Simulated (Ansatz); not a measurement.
# Effect of pressure −2 GPa on BaTiO3

Base system: BaTiO₃ in the cubic perovskite structure (space group Pm-3m, No. 221; a = 3.9699 Å).

Perturbation: hydrostatic tension (pressure −2 GPa).

Calculations: Ansatz (a quantum-chemistry and plane-wave program), PBEsol, PAW, cutoff 420 eV, spin-orbit coupling left out. Γ-centred 8×8×8 mesh, Fermi–Dirac width 0.05 eV.

```csv
quantity,base,changed,shift
volume per atom,12.51 Å³,12.66 Å³,+0.143 Å³
density,6.19 g/cm³,6.12 g/cm³,-0.07 g/cm³
lattice parameter a,3.970 Å,3.985 Å,+0.015 Å
shortest interatomic distance,1.985 Å,1.992 Å,+0.0075 Å
enthalpy H = E + PV relative to the base's energy,–,-0.16 eV/atom,–
band gap,1.82 eV,1.79 eV,-0.023 eV
gap character,"indirect, R → Γ","indirect, R → Γ",–
smallest direct gap,1.89 eV,1.88 eV,-0.01 eV
width of the top valence band,0.98 eV,0.98 eV,0.00 eV
```

Final structure:

```yaml
crystal:
  lattice:
    - [3.98492, 0.00000, 0.00000]
    - [0.00000, 3.98492, 0.00000]
    - [0.00000, 0.00000, 3.98492]
  atoms:
    - { symbol: Ba, position: [0.00000, 0.00000, 0.00000] }
    - { symbol: Ti, position: [0.50000, 0.50000, 0.50000] }
    - { symbol: O, position: [0.50000, 0.00000, 0.50000] }
    - { symbol: O, position: [0.00000, 0.50000, 0.50000] }
    - { symbol: O, position: [0.50000, 0.50000, 0.00000] }
```

Cost of the whole job for the changed cell (relaxation, final SCF and bands): roughly 15 core-seconds.

Load acts through the strain it causes; cell and atoms are relaxed under it. Whether these cells are dynamically stable was not tested. The final runs are not spin-polarised. Many cubic perovskites are stable only at high temperature; tilts and polar distortions were not tested. This is not the structure that BaTiO3 has at room temperature and ambient pressure.
